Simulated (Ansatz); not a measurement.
## How far PBE and PBEsol part for hypothetical diamond Ag, pressure 5 GPa

The parent structure is Ag in the diamond structure (space group Fd-3m, No. 227; a = 6.218 Å; a hypothetical phase, not in the database extracts checked).

(Cell as relaxed with PBE.)

Levels (all Ansatz, a quantum-chemistry and plane-wave program, PAW): PBE (420 eV, scalar-relativistic without spin-orbit coupling); PBEsol (420 eV, no spin-orbit coupling).

Each level relaxes its own structure.

```csv
base,PBE,PBEsol
volume per atom,30.05 Å³,27.52 Å³
lattice parameter a,6.218 Å,6.038 Å
band gap,zero,zero
```

Now apply this change: a hydrostatic pressure of 5 GPa.

```
quantity                           PBE   PBEsol
-----------------------------  -------  -------
shortest interatomic distance  2.588 Å  2.535 Å
band gap                          zero     zero
```

PBE's shortest interatomic distance lies 0.053 Å above PBEsol's (2.1 %); the two agree on the band gap. Neither level is exact; PBEsol is the comparison here, not a measurement.

Load acts through the strain it causes; cell and atoms are relaxed under it. Stability against distortions was not tested. No other phases were tried under pressure.
